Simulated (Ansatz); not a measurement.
Where the default PAW files enter, the runs use the earlier of Ansatz's two default sets.

Here is the system:

```
CELL_PARAMETERS angstrom
      4.99740     0.00000     0.00000
      2.49870     4.70992     0.00000
      2.49870     1.32561     4.11986
ATOMIC_POSITIONS crystal
  Ga 0.85559 0.43323 0.85559
  Ga 0.14441 0.56677 0.14441
  Ga 0.64441 0.06677 0.64441
  Ga 0.35559 0.93323 0.35559
  O  0.05316 0.75000 0.75000
  O  0.94684 0.25000 0.25000
  O  0.44684 0.75000 0.05316
  O  0.55316 0.25000 0.94684
  O  0.75000 0.75000 0.44684
  O  0.25000 0.25000 0.55316
```

Space group of this cell: R-3c, corundum. The cell is taken as given; by r2SCAN its mean pressure is -1.4 GPa.

The numbers are results of r2SCAN (plane waves, PAW; Ansatz, a program for electronic structure), not measurements.

The current runs along the normal of the first two printed vectors; no spin-orbit coupling. Scaled by the factor s: both lengths across the current (ions clamped). The meshes follow the cell: 8×8×8 and 8×8 across at s = 0.98, 8×8×8 and 8×6 across at s = 1.00, 8×8×8 and 8×6 across at s = 1.02.

| s | mean pressure (GPa) | band gap (eV) |
|---|---|---|
| 0.98 | 8.7 | ? |
| 1.00 | -1.4 | 3.51 |
| 1.02 | -9.5 | 3.05 |

Question: Take the slope of the band gap against ln s from the two given rows, extrapolate to s = 0.98, and say what the run there gives.

Answer: Slope = (3.05 − 3.51) / ln 1.02 = -23.2 eV. The line gives 3.51 + (-23.2) × ln 0.98 = 3.98 eV. The run gives 3.95 eV, 0.03 eV under the line, 6 % of the predicted step.
